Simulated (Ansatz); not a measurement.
Cubic perovskite CsPbCl3 (cubic high-temperature phase) was calculated with PBE-D4 (PAW; Ansatz, a first-principles code).

Settings: plane-wave cutoff 500 eV, 6×6×6 k mesh, gaussian smearing 0.02 eV, scalar-relativistic PAW data made under PBE.

Computed at the level's own relaxed cell.

### Question
Estimate the equilibrium volume per atom, equilibrium lattice constant a and band gap that the calculation returns.

### Answer

equilibrium volume per atom: 36.60 Å³/atom
equilibrium lattice constant a: 5.678 Å
band gap: 2.09 eV (on the SCF k mesh)

Note: a distance lies near a switch of the dispersion term, which can move the cell; the relaxation could not lower the start's symmetry, so the cell can be a saddle point above a distorted one.

Spin–orbit coupling is not included; with these elements it can move the gap by several tenths of an eV or more.

Static lattice: no zero-point or thermal effects.

It cost roughly 20 core-seconds of CPU time.
